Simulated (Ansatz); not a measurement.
Ansatz (a program for electronic structure) run on Na3Cd (Fm-3m, 4 atoms in the cell): self-consistent single point.

Method of the run: LDA (PW92), PAW files made with PBE (plane waves; Ansatz).

The change in words: lattice scaled by 0.98. Reference geometry:
```yaml
crystal:
  lattice:
    - [0.00000, 3.87624, 3.87624]
    - [3.87624, 0.00000, 3.87624]
    - [3.87624, 3.87624, 0.00000]
  atoms:
    - { symbol: Na, position: [0.25000, 0.25000, 0.25000] }
    - { symbol: Na, position: [0.75000, 0.75000, 0.75000] }
    - { symbol: Na, position: [0.50000, 0.50000, 0.50000] }
    - { symbol: Cd, position: [0.00000, 0.00000, 0.00000] }
```

Reference input (self-consistent single point, DFT, LDA (PW92), plane waves, PAW files made with PBE): basis.ecutwfc = 420 eV; kpoints.mp_grid.grid = 10 10 10; hamiltonian.xc = lda; hamiltonian.pseudopotentials = {kind: paw} (the program's default PAW files); scf.occupations.method = fermi_dirac; scf.occupations.width = 0.1 eV. This run's input differs from it in these lines:

```diff
@@ -2,5 +2,5 @@
   lattice:
-    - [0.00000000, 3.87624000, 3.87624000]
-    - [3.87624000, 0.00000000, 3.87624000]
-    - [3.87624000, 3.87624000, 0.00000000]
+    - [0.00000000, 3.79871500, 3.79871500]
+    - [3.79871500, 0.00000000, 3.79871500]
+    - [3.79871500, 3.79871500, 0.00000000]
   atoms:
```

Log, with long lists cut:

```
SCF iter   1: F=—  HF=-12519.957786 eV  |F-HF|=—  |Δ(HF+E_count)|=         —  Δρ=6.24e-2  dr2=6.59e0  ethr=3.10e-3  ⟨swp⟩=5.7  Hψ=5043  notcnv=0
all-band conjugate gradients solve this SCF's bands
preconditioner: auto → Kerker (q_TF=auto, 2.369 Å⁻¹)
SCF iter   2: F=—  HF=-12518.280756 eV  |F-HF|=—  |Δ(HF+E_count)|=    1.68e0  Δρ=1.87e-2  dr2=9.43e-1  ethr=3.10e-3  ⟨swp⟩=3.0  Hψ=3306  notcnv=0
   [... lines left out ...]
SCF iter   6: F=—  HF=-12517.874399 eV  |F-HF|=—  |Δ(HF+E_count)|=   2.51e-4  Δρ=3.50e-4  dr2=1.54e-4  ethr=2.41e-6  ⟨swp⟩=2.0  Hψ=2118  notcnv=0
SCF iter   7: F=—  HF=-12517.874390 eV  |F-HF|=—  |Δ(HF+E_count)|=   8.83e-6  Δρ=5.99e-5  dr2=4.21e-6  ethr=3.29e-7  ⟨swp⟩=2.1  Hψ=2086  notcnv=0
SCF iter   8: F=—  HF=-12517.874386 eV  |F-HF|=—  |Δ(HF+E_count)|=   3.57e-6  Δρ=1.51e-5  dr2=4.70e-7  ethr=8.95e-9  ⟨swp⟩=2.0  Hψ=1510  notcnv=0
SCF iter   9: F=-12517.874386 eV  HF=-12517.874386 eV  |F-HF|=3.32e-8  |Δ(HF+E_count)|=   6.94e-8  Δρ=6.66e-6  dr2=5.76e-8  ethr=2.13e-10  ⟨swp⟩=7.1  Hψ=5897  notcnv=0
SCF 1 converged in 9 iterations: F = -12517.874386 eV  dr2 = 5.76e-8
Free energy (F): -12517.874386 eV
Internal energy: -12517.818618 eV  (E = F + TS)
E sigma→0 (E₀):  -12517.846502 eV
Entropy (-TS):   -0.055768 eV (-13.942 meV/atom)
Fermi energy:    4.670123 eV
--- Forces (eV/Å), atoms counted from 1 ---
  atom   1  Na     0.00000000    -0.00000000     0.00000000
   [... zero for the other atoms too ...]
--- Stress (GPa, compression-positive) ---
       -0.565341       0.000000       0.000000
        0.000000      -0.565341      -0.000000
       -0.000000      -0.000000      -0.565341
  P = ⅓ Tr σ = -0.5653 GPa (-5.653 kbar)
  The stress holds the Pulay correction. Without it, at fixed plane waves, as pw.x and ABINIT print it: P = -0.5695 GPa
```

The run converged in 9 iterations. Against the reference run the free energy falls by 10.1 meV/atom and the pressure goes from -1.28 to -0.57 GPa.

The starting cell comes from a database of computed structures (which also holds hypothetical and non-ambient phases and stackings), without a prior relaxation at this level. For this run, on top of that: lattice scaled by 0.98. Ansatz's pressure includes its estimate of the finite-basis (Pulay) stress.

Keys are those of Ansatz 0.2.
